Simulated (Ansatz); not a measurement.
# Effective masses and thermopower of BeSe (F-43m)

Data:

```
BeSe
1.0
    0.00000     2.56432     2.56432
    2.56432     0.00000     2.56432
    2.56432     2.56432     0.00000
Be Se
1 1
Cartesian
  0.00000   0.00000   0.00000
  1.28216   1.28216   1.28216
```

All values below come from PBEsol with spin-orbit coupling, rigid bands (plane waves, PAW; Ansatz, a quantum-chemistry and plane-wave program). How the cell was made: cell and atoms relaxed with PBEsol.

- band gap = 2.32 eV
- electron conductivity mass (300 K, dilute) = 0.35 mₑ
- hole conductivity mass (300 K, dilute) = 0.56 mₑ
- effective density of states N_c (300 K) = 1.9e19 cm⁻³
- effective density of states N_v (300 K) = 2.2e19 cm⁻³
- density-of-states mass, electrons = 0.83 mₑ
- density-of-states mass, holes = 0.93 mₑ
- Seebeck coefficient, n-type 1e19 cm⁻³, 300 K = -271 μV/K
- best n-type power factor at 300 K for τ = 10 fs (best axis; densities from 1e16 to 1e21 cm⁻³ tried, whether or not they can be reached) = 8.5 μW/(cm·K²) at 1e20 cm⁻³
- Seebeck coefficient, p-type 1e19 cm⁻³, 300 K = 290 μV/K
- best p-type power factor at 300 K for τ = 10 fs (best axis; densities from 1e16 to 1e21 cm⁻³ tried, whether or not they can be reached) = 7.1 μW/(cm·K²) at 1e20 cm⁻³

Rigid bands; masses and Seebeck coefficients take one relaxation time τ for all states and one kind of carrier; polarons and phonon drag are left out.
